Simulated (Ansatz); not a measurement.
Output of an Ansatz run (abridged):

```
WARN the atoms were moved onto the symmetric positions of the space group found under crystal.symmetry.tolerance 1.0e-5 (fractional …
WARN ansatz: RAYON_NUM_THREADS=1 ignored (pool sized by the plan → 1); use --threads N
Pseudopotentials: kind: paw
Pseudopotential: N, paw, valence charge 5
Pseudopotential: Nb, paw, valence charge 13
Crystal: 6 atoms, lattice volume = 73.982 Å³
Basis set: ecut = 420.4159175005146 eV, 1423 PW (Γ), exchange–correlation on 64×64×54 points (8 copies of the dense FFT grid, shifted against one another)
Bands: 33, of which v1, the nominal top of the filled ones, is band 27 counted from 1 (26 counted from 0)
Symmetry: 24 space group operations
Space group: P6/mmm (ITA 191), of the structure as read, at distance tolerance 4.2e-5 Å
k-points: 50 of 576
Initial density: superposition of atomic densities (neutral atoms: chi_scale 0, normalization atom), corrected by the library's trained network
Initial wavefunctions: pseudopotential atomic-orbital guess
Eigensolver: davidson
Functional: x = pbe(κ = 0.804, μ = 0.2195149727645171), c = pbe(β = 0.06672455060314922)
SCF iter   1: F=—  HF=-14808.373371 eV  |F-HF|=—  |Δ(HF+E_count)|=         —  Δρ=2.32e-2  dr2=7.44e-1  ethr=1.77e-3  ⟨swp⟩=4.8  Hψ=6631  notcnv=0
all-band conjugate gradients solve this SCF's bands
preconditioner: auto → Kerker (q_TF=auto, 2.589 Å⁻¹)
SCF iter   2: F=—  HF=-14808.298828 eV  |F-HF|=—  |Δ(HF+E_count)|=   7.45e-2  Δρ=8.91e-3  dr2=1.19e-1  ethr=1.38e-3  ⟨swp⟩=1.0  Hψ=2051  notcnv=0
SCF iter   3: F=—  HF=-14808.283942 eV  |F-HF|=—  |Δ(HF+E_count)|=   1.49e-2  Δρ=2.87e-3  dr2=5.21e-3  ethr=2.20e-4  ⟨swp⟩=1.9  Hψ=1823  notcnv=0
SCF iter   4: F=—  HF=-14808.282849 eV  |F-HF|=—  |Δ(HF+E_count)|=   1.09e-3  Δρ=3.91e-4  dr2=1.38e-4  ethr=9.65e-6  ⟨swp⟩=2.6  Hψ=2463  notcnv=0
SCF iter   5: F=—  HF=-14808.282841 eV  |F-HF|=—  |Δ(HF+E_count)|=   8.02e-6  Δρ=9.43e-5  dr2=6.72e-6  ethr=2.56e-7  ⟨swp⟩=2.3  Hψ=2328  notcnv=0
SCF iter   6: F=—  HF=-14808.282870 eV  |F-HF|=—  |Δ(HF+E_count)|=   2.88e-5  Δρ=1.84e-5  dr2=3.60e-7  ethr=1.24e-8  ⟨swp⟩=2.1  Hψ=2321  notcnv=0
SCF iter   7: F=-14808.282870 eV  HF=-14808.282870 eV  |F-HF|=9.32e-9  |Δ(HF+E_count)|=   3.56e-8  Δρ=6.09e-6  dr2=2.94e-8  ethr=1.85e-10  ⟨swp⟩=5.3  Hψ=6017  notcnv=0
SCF 1 converged in 7 iterations: F = -14808.282870 eV  dr2 = 2.94e-8
SCF converged after 7 iterations
Free energy (F): -14808.282870 eV
Harris-Foulkes:  -14808.282870 eV  (|F-HF|=9.32e-9)
Internal energy: -14808.113140 eV  (E = F + TS)
E sigma→0 (E₀):  -14808.198005 eV
Entropy (-TS):   -0.169730 eV (-28.288 meV/atom)
Fermi energy:    16.648523 eV
--- Per-component energies (eV) ---
  E_band       = -186.305732
  E_kinetic    = 1556.355061
  E_local      = -2563.952694  (includes V_loc(G=0)·N_el)
  E_nonlocal   = 493.987791
  E_hartree    = 781.937474
  E_xc         = -702.368706
  E_vxc        = -862.211498  (∫ρ·V_xc dr)
  E_paw        = -9597.812037  (= ΣΔE_a)
  E_vpaw       = -374.356703  (= ΣTr[D̂ρ^β])
  E_aug_tail   = 0.000298  (compensation charges beyond the density's cutoff)
  E_ewald      = -4776.260328
  E_smearing   = -0.169730  (= −TS)
  E_closure    = -0.000000  (closes the sum)
  Σ components = -14808.282870   (vs F -14808.282870, Δ=0.00e0)
--- Forces (eV/Å), atoms counted from 1 ---
  atom   1  N      0.00000000     0.00000000     0.00000000
   [... zero for the other atoms too ...]
  max |Σ_I F_I| component: 9.25e-18 eV/Å
--- Stress (GPa, compression-positive) ---
        0.715891       0.000000       0.000000
        0.000000       0.715891       0.000000
        0.000000       0.000000     -51.773040
  P = ⅓ Tr σ = -16.7804 GPa (-167.804 kbar)
  The stress holds the Pulay correction. Without it, at fixed plane waves, as pw.x and ABINIT print it: P = -17.1268 GPa
--- Band table (eV; the first three rows and the last of 50) ---
  k-point 0: bands = ["-39.6616", "-39.0892", "-38.8304", "-15.7309", "-15.7309", "-15.5728", "-15.5219", "-15.5219", "-15.1548", "-14.9092", "-14.6017", "-14.6017", "-0.3676", "3.1781", "3.1781", "8.7849", "11.1856", "11.1856", "11.4034", [...]
  k-point 1: bands = ["-39.6611", "-39.0890", "-38.8300", "-15.7286", "-15.7286", "-15.5748", "-15.5198", "-15.5198", "-15.1752", "-14.9189", "-14.6028", "-14.6028", "-0.2652", "3.1076", "3.1076", "8.9418", "11.3676", "11.3676", "11.3819", [...]
  k-point 2: bands = ["-39.6598", "-39.0885", "-38.8290", "-15.7229", "-15.7229", "-15.5786", "-15.5145", "-15.5145", "-15.2276", "-14.9436", "-14.6057", "-14.6057", "0.0047", "2.9380", "2.9380", "9.3721", "10.8814", "11.3232", "11.3232", "11.8361", [...]
  k-point 49: bands = ["-39.6570", "-38.9767", "-38.9408", "-15.7805", "-15.7545", "-15.7424", "-15.4442", "-15.1389", "-15.1281", "-15.1095", "-14.9793", "-14.4905", "1.6521", "1.7986", "2.6028", "10.5067", "10.5692", "11.1792", "11.1985", [...]
```

The structure:

```
CELL_PARAMETERS angstrom
      4.73067     0.00000     0.00000
     -2.36533     4.09688     0.00000
      0.00000     0.00000     3.81724
ATOMIC_POSITIONS crystal
  N  0.50000 0.00000 0.00000
  N  0.50000 0.50000 0.00000
  N  0.00000 0.50000 0.00000
  Nb 0.00000 0.00000 0.00000
  Nb 0.33333 0.66667 0.50000
  Nb 0.66667 0.33333 0.50000
```

Task: Reconstruct the input of this run.

Result: Other spellings and defaults could give the same log, and not every line can be read from it. The input that was run (DFT, PBE, plane waves, default PAW files):

Ansatz 0.2 input:
```yaml
# NbN
crystal:
  lattice:
    - [4.73066700, 0.00000000, 0.00000000]
    - [-2.36533400, 4.09687900, 0.00000000]
    - [0.00000000, 0.00000000, 3.81724300]
  atoms:
    - { symbol: N, position: [0.50000000, 0.00000000, 0.00000000] }
    - { symbol: N, position: [0.50000000, 0.50000000, 0.00000000] }
    - { symbol: N, position: [0.00000000, 0.50000000, 0.00000000] }
    - { symbol: Nb, position: [0.00000000, 0.00000000, 0.00000000] }
    - { symbol: Nb, position: [0.33333300, 0.66666700, 0.50000000] }
    - { symbol: Nb, position: [0.66666700, 0.33333300, 0.50000000] }
basis:
  ecutwfc: 30.9 Ry
kpoints:
  mp_grid:
    grid: [8, 8, 9]
hamiltonian:
  xc: pbe
  pseudopotentials:
    kind: paw
scf:
  occupations:
    method: fermi_dirac
    width: 0.0073 Ry
output:
  forces: true
  eigenvalues: true
  stress: true
```

The starting cell was generated: these elements placed on a structure prototype, without a prior relaxation; it need not be a known phase or ordering of this composition. Its lattice was rescaled by a random factor within 2.5 % of one. Spin polarisation is off. With a pressure of about -17 GPa the cell is away from its equilibrium volume at this level. Ansatz's pressure includes its estimate of the finite-basis (Pulay) stress.

Ansatz is a first-principles code.
